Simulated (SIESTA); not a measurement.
## A short convergence ladder for PbBrF (P4/nmm, 6 atoms in the cell)

```xyz
6
Lattice="4.1976 0.0000 0.0000 0.0000 4.1976 0.0000 0.0000 0.0000 7.6853" Properties=species:S:1:pos:R:3 pbc="T T T"
Pb     0.0000     2.0988     6.2205
Pb     2.0988     0.0000     1.4648
Br     2.0988     0.0000     5.0164
Br     0.0000     2.0988     2.6689
F      2.0988     2.0988     0.0000
F      0.0000     0.0000     0.0000
```

Base method: LDA PW92, numerical atomic orbitals DZP, PseudoDojo LDA standard norm-conserving potentials (rewritten from UPF to PSML) (SIESTA).

Base settings: XC.functional = LDA; XC.authors = PW92; potentials = PseudoDojo LDA standard; PAO.BasisSize = DZP; PAO.EnergyShift = 0.005 Ry; MeshCutoff = 300 Ry; kgrid.MonkhorstPack = 3 3 2; OccupationFunction = FD; ElectronicTemperature = 0.05 eV; MaxSCFIterations = 150.

Core times come from one kind of shared machine, to one figure; runs under 30 s give none.

**The force threshold of a relaxation**

On PbBrF (P4mm, 6 atoms in the cell): one atom moved by 0.15 angstrom.

In this ladder: MD.TypeOfRun = CG; MD.Steps = 40.

The mesh stays at the base's, so the ladder's end is converged at best in this setting alone.

Only quantities that move along the ladder and can be compared are tabulated; the gap is left out on so coarse a mesh.

| MD.MaxForceTol | free energy less the last step's (meV/atom) | largest force left (eV/Å) | relaxation steps | core time / last (rough) |
|---|---|---|---|---|
| 0.2 eV/Ang | 0.57 | 0.1052 | 2 | 0.2 |
| 0.1 eV/Ang | 0.41 | 0.0621 | 3 | 0.2 |
| 0.05 eV/Ang | 0.05 | 0.0292 | 5 | 0.4 |
| 0.03 eV/Ang | 0.05 | 0.0292 | 5 | 0.4 |
| 0.02 eV/Ang | 0.00 | 0.0059 | 7 | 0.5 |
| 0.01 eV/Ang | 0.00 | 0.0059 | 7 | 0.5 |
| 0.005 eV/Ang | 0.00 | 0.0027 | 9 | 0.6 |
| 0.002 eV/Ang | 0.00 | 0.0016 | 11 | 0.7 |
| 0.001 eV/Ang | 0.00 | 0.0005 | 12 | 1 |

Coarsest MD.MaxForceTol that holds the free energy within 0.5 meV/atom of the last step, with all finer ones: 0.1 eV/Ang, at about 0.2 of the last step's time; the step before is off by 0.57 meV/atom.

Coarsest MD.MaxForceTol that holds the largest force left within 0.01 eV/Å of the last step, with all finer ones: 0.02 eV/Ang; the step before is off by 0.029 eV/Å.

On the base run: the starting cell comes from a database of computed structures (which also holds hypothetical and non-ambient phases and stackings), without a prior relaxation at this level. Its lattice was rescaled by up to half a per cent. Values carry the incompleteness of an atom-centred basis. In the base run, with a pressure of about -4 GPa the cell is away from its equilibrium volume at this level.
